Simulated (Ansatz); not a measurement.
The starting structures come from a database of crystals and need not be the phases stable at ambient conditions.

 Where the default PAW files enter, the runs use the earlier of Ansatz's two default sets.

The decay constant κ of evanescent states in the gap governs leakage through a thin film.

Data:

```
CELL_PARAMETERS angstrom
      5.68506     0.00000     0.00000
      0.00000     5.80353     0.00000
      0.00000     0.00000     8.10226
ATOMIC_POSITIONS crystal
  La 0.98854 0.04462 0.25000
  La 0.01146 0.95538 0.75000
  La 0.48854 0.45538 0.75000
  La 0.51146 0.54462 0.25000
  Sc 0.00000 0.50000 0.00000
  Sc 0.50000 0.00000 0.00000
  Sc 0.50000 0.00000 0.50000
  Sc 0.00000 0.50000 0.50000
  O  0.10052 0.46623 0.25000
  O  0.89948 0.53377 0.75000
  O  0.60052 0.03377 0.75000
  O  0.39948 0.96623 0.25000
  O  0.29638 0.70372 0.94648
  O  0.70362 0.29628 0.05352
  O  0.79638 0.79628 0.05352
  O  0.20362 0.20372 0.94648
  O  0.20362 0.20372 0.55352
  O  0.79638 0.79628 0.44648
  O  0.70362 0.29628 0.44648
  O  0.29638 0.70372 0.55352
```

Space group of this cell: Pnma. The cell is taken as given; by PBEsol its mean pressure is -3.7 GPa.

Transport runs along the normal of the first two printed cell vectors.

No gap correction and no spin-orbit coupling; mid-gap values are interpolated between computed energies.

Problem. State the band gap and the smallest decay constant κ at mid-gap according to PBEsol run with Ansatz (a first-principles code).

Solution. Gap 3.89 eV on a 6×6×4 mesh; κ = 0.348 1/Å, at the zone centre.
